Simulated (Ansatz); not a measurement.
WSi2 (model structure, started from the fluorite type, Fm-3m, No. 225, 3 atoms in the cell) was calculated with PBEsol in Ansatz (PAW).

Settings: plane-wave cutoff 520 eV, 16×16×16 k mesh, Fermi–Dirac smearing 0.05 eV, no spin polarisation, scalar-relativistic PAW data made under PBE.

Cell (relaxed at this level):

```cif
data_Si8W4
_chemical_formula_sum 'W4 Si8'
_space_group_name_H-M_alt 'Fm-3m'
_space_group_IT_number 225
_space_group_name_Hall '-F 4 2 3'
_cell_length_a 5.83443
_cell_length_b 5.83443
_cell_length_c 5.83443
_cell_angle_alpha 90.000
_cell_angle_beta 90.000
_cell_angle_gamma 90.000
loop_
_atom_site_label
_atom_site_type_symbol
_atom_site_symmetry_multiplicity
_atom_site_Wyckoff_symbol
_atom_site_fract_x
_atom_site_fract_y
_atom_site_fract_z
_atom_site_occupancy
W1 W 4 a 0.00000 0.00000 0.00000 1
Si1 Si 8 c 0.25000 0.25000 0.25000 1
```
(The calculation used a cell of 3 atoms; values per cell refer to that cell.)

### Question
Give the computed bulk modulus.

### Answer

* **bulk modulus**: 146 GPa

The run finds no gap.

Note: the bulk modulus is −V dP/dV from two relaxed cells at ±2 % in volume; the relaxation could raise the start's symmetry but not lower it, so the cell can be a saddle point.

Spin–orbit coupling is not included; it can open a gap where bands touch, and shift volumes and moduli.

The computed numbers hold no vibrational or temperature effects.

It cost roughly 30 core-seconds of CPU time.

A model structure was made by putting elements into a prototype or built by hand; it is no filed structure, need not be a known phase, and can be a saddle point held by its symmetry.

Ansatz is a quantum-chemistry and plane-wave program.
